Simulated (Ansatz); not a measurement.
Candidates (primitive cells; geometry: cell and atoms relaxed with PBEsol):
A. BP (F-43m), a = 3.196 Å, b = 3.196 Å, c = 3.196 Å, α = 60.00°, β = 60.00°, γ = 60.00°
B. InP (F-43m), a = b = c = 4.157 Å, α = β = γ = 60.00°
C. MgO (Fm-3m), a = b = c = 2.980 Å, α = β = γ = 60.00°
D. ZnS (F-43m), a = b = c = 3.787 Å, α = β = γ = 60.00°
E. MgS (Fm-3m), a = 3.664 Å, b = 3.664 Å, c = 3.664 Å, α = 60.00°, β = 60.00°, γ = 60.00°

Question: Rank these by Seebeck coefficient, n-type 1e19 cm⁻³ (highest first), as HSE06, rigid bands run with Ansatz (a program for electronic structure) gives it.

Answer: B (-61 μV/K), D (-119 μV/K), C (-175 μV/K), E (-258 μV/K), A (-331 μV/K)

Seebeck coefficients are for the stated density at 300 K, with one relaxation time for all states and whether or not that doping can be reached. Spin-orbit coupling is left out.
